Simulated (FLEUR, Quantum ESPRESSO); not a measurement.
A FLEUR input for a self-consistent single point of YN (P-6m2, 2 atoms in the cell) (DFT, PBEsol, all-electron FLAPW (FLEUR), scalar-relativistic valence with spin-orbit coupling in second variation):

Input of the input generator:

```
YN crystal
&input film=f /
1.0000000000 0.0000000039 0.0000000000
-0.5000000034 0.8660254018 0.0000000000
0.0000000000 0.0000000000 0.9101973057
6.3600621371
1.0 1.0 1.0

2
39 0.6666668333 0.3333331667 0.0000000000
7 0.0000001667 -0.0000001667 0.5000000000

&comp jspins=1 /
&exco xctyp='PBEs' /
&kpt div1=15 div2=15 div3=14 gamma=t /
&soc 0.0 0.0 /
&end /
```

```xml
<?xml version="1.0" encoding="UTF-8" standalone="no"?>
<fleurInput fleurInputVersion="0.39">
   <comment>
      YN crystal                                                                                          
   </comment>
   <calculationSetup>
      <cutoffs Kmax="3.8" Gmax="15.2" GmaxXC="15.2" numbands="0"/>
      <scfLoop itmax="80" minDistance="0.00001" maxIterBroyd="15" imix="Anderson" alpha="0.05" precondParam="0.0" spinf="2.0"/>
      <coreElectrons ctail="T" frcor="F" kcrel="0" coretail_lmax="0"/>
      <xcFunctional name="PBEs" relativisticCorrections="F"/>
      <magnetism jspins="1"/>
      <soc l_soc="T" theta="0.0" phi="0.0" spav="F"/>
      <expertModes spex="0" secvar="F"/>
      <geometryOptimization l_f="F" forcealpha="1.0" forcemix="BFGS" epsdisp="0.00001" epsforce="0.00001"/>
      <ldaU l_linMix="F" mixParam="0.05" spinf="1.0"/>
   </calculationSetup>
   <cell>
      <bzIntegration valenceElectrons="16.0" mode="gauss" fermiSmearingEnergy="0.00367493">
         <kPointListSelection listName="default-1"/>
         <!-- k-points included here -->
         <xi:include xmlns:xi="http://www.w3.org/2001/XInclude" href="kpts.xml"> </xi:include>
      </bzIntegration>
      <!-- symmetry operations included here -->
      <xi:include xmlns:xi="http://www.w3.org/2001/XInclude" href="sym.xml"> </xi:include>
      <bulkLattice scale="1.0">
         <bravaisMatrix>
            <row-1>    6.3600621370999999     0.0000000248042423     0.0000000000000000</row-1>
            <row-2>   -3.1800310901742108     5.5079753677549936     0.0000000000000000</row-2>
            <row-3>    0.0000000000000000     0.0000000000000000     5.7889114212730037</row-3>
         </bravaisMatrix>
      </bulkLattice>
   </cell>
   <atomSpecies>
      <species name="Yttrium (Y)" element="Y" atomicNumber="39">
         <mtSphere radius="2.68" gridPoints="925" logIncrement="0.014"/>
         <atomicCutoffs lmax="10" lnonsphr="8"/>
         <electronConfig flipSpins="F">
            <coreConfig>(1s1/2) (2s1/2) (2p1/2) (2p3/2) (3s1/2) (3p1/2) (3p3/2) (3d3/2) (3d5/2)</coreConfig>
            <valenceConfig>(4s1/2) (4p1/2) (4p3/2) (5s1/2) (4d3/2) (4d5/2)</valenceConfig>
            <stateOccupation state="(4d3/2)" spinUp="0.2" spinDown="0.2"/>
            <stateOccupation state="(4d5/2)" spinUp="0.3" spinDown="0.3"/>
         </electronConfig>
         <energyParameters s="5" p="5" d="4" f="4"/>
         <lo type="SCLO" l="0" n="4" eDeriv="0"/>
         <lo type="SCLO" l="1" n="4" eDeriv="0"/>
      </species>
      <species name="Nitrogen (N)" element="N" atomicNumber="7">
         <mtSphere radius="1.58" gridPoints="547" logIncrement="0.019"/>
         <atomicCutoffs lmax="6" lnonsphr="4"/>
         <electronConfig flipSpins="F">
            <coreConfig>(1s1/2)</coreConfig>
            <valenceConfig>(2s1/2) (2p1/2) (2p3/2)</valenceConfig>
            <stateOccupation state="(2p1/2)" spinUp="0.5" spinDown="0.5"/>
            <stateOccupation state="(2p3/2)" spinUp="1.0" spinDown="1.0"/>
         </electronConfig>
         <energyParameters s="2" p="2" d="3" f="4"/>
      </species>
   </atomSpecies>
   <atomGroups>
      <atomGroup species="Yttrium (Y)">
         <relPos label="                   1">-1.000/3.000 1.000/3.000 .0000000000</relPos>
         <force calculate="T" relaxXYZ="TTT"/>
      </atomGroup>
      <atomGroup species="Nitrogen (N)">
         <relPos label="                   2">.0000000000 .0000000000 1.000/2.000</relPos>
         <force calculate="T" relaxXYZ="TTT"/>
      </atomGroup>
   </atomGroups>
   <output dos="F" band="F" slice="F">
      <checks vchk="F" cdinf="F"/>
      <bandDOS minEnergy="-.5*Htr" maxEnergy="0.5*Htr" sigma="0.015" storeEVData="T"/>
      <vacuumDOS vacdos="F" integ="F" star="F" nstars="0" locx1="0.0" locy1="0.0" locx2="0.0" locy2="0.0" nstm="0" tworkf="0.0"/>
      <unfoldingBand unfoldBand="F" supercellX="1" supercellY="1" supercellZ="1"/>
      <plotting iplot="0" polar="F">
         <plot TwoD="T" vec1="  1.0  0.0  0.0" vec2="  0.0  1.0  0.0" vec3="  0.0  0.0  1.0" zero="  0.0  0.0  0.0" file="plot"/>
      </plotting>
      <chargeDensitySlicing numkpt="0" minEigenval="0.0" maxEigenval="0.0" nnne="0" pallst="F"/>
      <specialOutput eonly="F"/>
      <magneticCircularDichroism mcd="F" energyLo="-10.0" energyUp="0.0"/>
   </output>
  <!-- We include the file relax.xml here to enable relaxations (see documentation) -->
  <xi:include xmlns:xi="http://www.w3.org/2001/XInclude" href="relax.xml"> <xi:fallback/> </xi:include>
</fleurInput>
```

Problem. Give the Quantum ESPRESSO input for the same structure, mesh, smearing and functional.

Solution. One input that does it (others would too):

```fortran
&control
   calculation = 'scf'
   prefix = 'pwscf'
   outdir = './tmp'
   pseudo_dir = './'
   tprnfor = .true.
   tstress = .true.
/
&system
   ibrav = 0
   nat = 2
   ntyp = 2
   ecutwfc = 85
   occupations = 'smearing'
   smearing = 'gauss'
   degauss = 0.0073499
   noncolin = .true.
   lspinorb = .true.
/
&electrons
   conv_thr = 1.0d-9
/
ATOMIC_SPECIES
Y     88.9058  Y.upf
N     14.0070  N.upf
CELL_PARAMETERS angstrom
   3.365599943     0.000000000     0.000000000
  -1.682799971     2.914695050     0.000000000
   0.000000000     0.000000000     3.063360000
ATOMIC_POSITIONS crystal
Y     0.666666667    0.333333333    0.000000000
N     0.000000000    0.000000000    0.500000000
K_POINTS automatic
15 15 14  0 0 0
```

Basis settings and potentials, where a program has them, do not carry over. This input uses DFT, PBEsol, spin-orbit coupling, plane waves, PseudoDojo fully relativistic norm-conserving (PBESOL) pseudopotentials.

The starting cell comes from a database of computed structures (which also holds hypothetical and non-ambient phases and stackings), without a prior relaxation at this level.
